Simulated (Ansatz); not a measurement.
Take GaSb in the zinc blende structure (space group F-43m, No. 216) as the base.

```yaml
crystal:
  lattice:
    - [0.00000, 3.10671, 3.10671]
    - [3.10671, 0.00000, 3.10671]
    - [3.10671, 3.10671, 0.00000]
  atoms:
    - { symbol: Ga, position: [0.00000, 0.00000, 0.00000] }
    - { symbol: Sb, position: [0.25000, 0.25000, 0.25000] }
```

Cartesian axes are those of the cell as printed.

Level of theory: PBE in Ansatz (plane waves to 420 eV, PAW, spin-orbit coupling left out).

The change: the cell is scaled by 1.0300 in all directions; the atoms relax in the strained cell.

**Question.** Predict the stress tensor and what it implies for the stiffness.

**Answer.** Stress of the strained cell less that of the base (GPa, compression positive):
```
   -3.2     0.0     0.0
    0.0    -3.2     0.0
    0.0     0.0    -3.2
```

Then B = −ΔP/(ΔV/V₀) with ΔV/V₀ = 0.0927 gives secant stiffness values (nonlinear terms included at this strain): B ≈ 35 GPa.

As a check, the harmonic strain energy −½ V₀ Δσ:ε is 27 meV/atom; the computed energy rise is 30 meV/atom.

Stability against distortions was not tested. All final runs are without spin polarisation.

Ansatz is a first-principles code.
